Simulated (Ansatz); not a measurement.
Pressure series in TiAl

Take TiAl (space group P4/mmm, No. 123) as the base.

```
CELL_PARAMETERS angstrom
      2.79730     0.00000     0.00000
      0.00000     2.79730     0.00000
      0.00000     0.00000     4.03231
ATOMIC_POSITIONS crystal
  Ti 0.00000 0.00000 0.00000
  Al 0.50000 0.50000 0.50000
```

Cell and atoms are relaxed at each pressure.

All numbers come from PBEsol in Ansatz (plane waves to 420 eV, PAW, no SOC).

| variant | density | c/a ratio |
|---|---|---|
| base | 3.94 g/cm³ | 1.442 |
| pressure −2 GPa | 3.87 g/cm³ | 1.442 |
| pressure −1 GPa | 3.91 g/cm³ | 1.442 |
| pressure 0.9 GPa | 3.97 g/cm³ | 1.441 |
| pressure 2.1 GPa | 4.01 g/cm³ | 1.441 |
| pressure 4.5 GPa | 4.08 g/cm³ | 1.441 |
| pressure 9 GPa | 4.21 g/cm³ | 1.440 |
| pressure 15 GPa | 4.36 g/cm³ | 1.440 |
| pressure 22.5 GPa | 4.54 g/cm³ | 1.438 |
| pressure 30 GPa | 4.71 g/cm³ | 1.433 |

Load acts through the strain it causes; cell and atoms are relaxed under it. Whether these cells are dynamically stable was not tested. No other phases were tried under pressure. All final runs are without spin polarisation.

Ansatz is a program for electronic structure.
